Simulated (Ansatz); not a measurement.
Partial pair distribution functions of a relaxed model of amorphous Nb₁₆O₄₀Li₂, broadened by 0.06 Å; density 4.28 g/cm³. Calculation: PBE, scalar-relativistic without spin-orbit coupling (plane waves to 420 eV, PAW; Ansatz, an electronic-structure program). The usual formal charges leave 2 electrons over, so the level spacing at the Fermi energy parts defect or band states and needn't be the band gap.

It comes from a melt-quench run on a machine-learned potential (CHGNet), relaxed afterwards by DFT. O atoms were pushed apart under 1.9 Å during the dynamics, to hinder bonds among them. The hot cell started wider than the set density and was brought back towards it in steps. It is the lowest in DFT energy of 2 quenches. It is a model cell: composition and starting density were chosen by hand, and all elements were melted together. No dispersion term was used. Its density started from a set value of 4.28 and ended at 4.28 g/cm³. The quench (nominally 210 K/ps over its main leg) was far faster than any real one, so the model tends to hold more defects than a real film. One small periodic cell is one sample of the glass; other quenches scatter about these values. The volume was held where the preparation left it, at a PBE pressure of 0.3 GPa. Stress components on the final sampling reach 2.4 GPa. On a 2×2×2 Γ-centred mesh force components of up to 0.32 eV/Å stay, since the relaxation ran on the zone centre alone.

| r (Å) | g Nb-O | g O-Li | g Nb-Nb | g O-O |
|---|---|---|---|---|
| 1.60 | 0.01 | 0.00 | 0.00 | 0.00 |
| 1.70 | 0.63 | 0.02 | 0.00 | 0.00 |
| 1.80 | 3.95 | 0.89 | 0.00 | 0.00 |
| 1.90 | 6.90 | 5.22 | 0.00 | 0.00 |
| 2.00 | 5.63 | 6.09 | 0.00 | 0.00 |
| 2.10 | 3.32 | 0.78 | 0.00 | 0.00 |
| 2.20 | 1.43 | 0.27 | 0.00 | 0.00 |
| 2.30 | 0.48 | 1.04 | 0.00 | 0.00 |
| 2.40 | 0.22 | 0.45 | 0.00 | 0.15 |
| 2.50 | 0.08 | 0.88 | 0.00 | 0.72 |
| 2.60 | 0.09 | 0.25 | 0.00 | 1.82 |
| 2.70 | 0.05 | 0.01 | 0.00 | 2.69 |
| 2.80 | 0.07 | 0.22 | 0.00 | 3.21 |
| 2.90 | 0.07 | 1.55 | 0.05 | 2.72 |
| 3.00 | 0.08 | 1.87 | 0.63 | 2.07 |
| 3.10 | 0.10 | 1.06 | 1.24 | 1.35 |
| 3.20 | 0.35 | 2.36 | 0.70 | 1.04 |
| 3.30 | 0.36 | 1.26 | 0.48 | 0.90 |
| 3.40 | 0.52 | 1.30 | 0.69 | 0.82 |
| 3.50 | 0.61 | 0.36 | 1.74 | 0.97 |
| 3.60 | 0.92 | 0.07 | 3.13 | 0.71 |
| 3.70 | 0.87 | 0.70 | 3.47 | 0.57 |
| 3.80 | 1.29 | 1.17 | 2.29 | 0.64 |
| 3.90 | 1.41 | 0.92 | 1.46 | 0.87 |
| 4.00 | 1.05 | 0.75 | 0.92 | 0.94 |
| 4.10 | 1.14 | 0.66 | 0.53 | 0.75 |
| 4.20 | 1.29 | 1.21 | 0.57 | 0.67 |
| 4.30 | 1.46 | 2.16 | 1.05 | 0.49 |
| 4.40 | 1.30 | 1.86 | 1.07 | 0.75 |
| 4.50 | 1.46 | 0.83 | 0.68 | 0.75 |
| 4.60 | 1.53 | 1.16 | 0.38 | 0.70 |
| 4.70 | 1.65 | 1.71 | 0.58 | 0.80 |

Within 2.52 Å each Nb has 5.31 O neighbours on average.
